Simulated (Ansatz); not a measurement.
Fluorite PbF2 (high-temperature phase) was calculated with RPBE in Ansatz (PAW).

Settings: plane-wave cutoff 520 eV, 10×10×10 k mesh, Fermi–Dirac smearing 0.01 eV, scalar-relativistic PAW data made under PBE.

Properties against volume:

```csv
V (Å³/atom),P (GPa),direct gap at Γ (eV),smallest gap on the k mesh (eV)
17.768,4.07,8.689,4.561
18.146,2.56,8.534,4.560
18.524,1.21,8.384,4.545
18.902,0.01,8.238,4.527
19.280,-1.06,8.095,4.506
19.659,-2.02,7.956,4.484
20.037,-2.87,7.820,4.460
```

The fundamental gap (4.53 eV at the equilibrium volume, with added k points) lies elsewhere than Γ–Γ.

Spin–orbit coupling is not included; with these elements it can move the gap by several tenths of an eV or more.

Ansatz is a quantum-chemistry and plane-wave program.
